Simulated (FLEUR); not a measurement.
Band structure of NaPt2 (Fd-3m, 6 atoms in the cell).

```yaml
crystal:
  lattice:
    - [0.00000, 3.75235, 3.75235]
    - [3.75235, 0.00000, 3.75235]
    - [3.75235, 3.75235, 0.00000]
  atoms:
    - { symbol: Na, position: [0.50000, 0.50000, 0.50000] }
    - { symbol: Na, position: [0.75000, 0.75000, 0.75000] }
    - { symbol: Pt, position: [0.12500, 0.12500, 0.12500] }
    - { symbol: Pt, position: [0.62500, 0.12500, 0.12500] }
    - { symbol: Pt, position: [0.12500, 0.12500, 0.62500] }
    - { symbol: Pt, position: [0.12500, 0.62500, 0.12500] }
```

Level of theory: LDA (Perdew-Zunger), all-electron FLAPW (FLEUR), scalar-relativistic valence.

Settings: Kmax = 4.3 1/bohr; GmaxXC = 17.2 1/bohr; xcFunctional = pz; jspins = 1; l_soc = F; mode = hist; fermiSmearingEnergy = 0.00367493 Htr; mesh (inpgen div1-3) = 8 8 8; inpgen gamma flag = true; Gmax = 17.2 1/bohr; numbands = 0; maxIterBroyd = 99; imix = Anderson; alpha = 0.05.

The starting cell comes from a database of computed structures (which also holds hypothetical and non-ambient phases and stackings), without a prior relaxation at this level. Spin-orbit coupling is off. Spin polarisation is off. Values depend on the basis (sphere radii, cutoffs, local orbitals), which need not be converged.

Levels in eV from the Fermi level, bands 38 to 45:
```json
[
 {"point": "Γ", "38": "-0.59", "39": "1.41", "40": "1.48", "41": "1.48", "42": "1.48", "43": "2.25", "44": "2.25", "45": "2.25"},
 {"point": "X", "38": "-1.90", "39": "-0.89", "40": "-0.89", "41": "-0.67", "42": "-0.67", "43": "2.57", "44": "2.57", "45": "3.17"},
 {"point": "W", "38": "-1.47", "39": "-0.96", "40": "-0.96", "41": "-0.27", "42": "-0.27", "43": "1.02", "44": "1.02", "45": "5.50"},
 {"point": "K", "38": "-1.56", "39": "-1.08", "40": "-0.90", "41": "-0.61", "42": "-0.36", "43": "0.77", "44": "2.72", "45": "3.29"},
 {"point": "L", "38": "-0.90", "39": "-0.85", "40": "-0.62", "41": "-0.62", "42": "1.48", "43": "2.18", "44": "3.41", "45": "3.41"},
 {"point": "U", "38": "-1.56", "39": "-1.08", "40": "-0.90", "41": "-0.61", "42": "-0.36", "43": "0.77", "44": "2.72", "45": "3.29"}
]
```
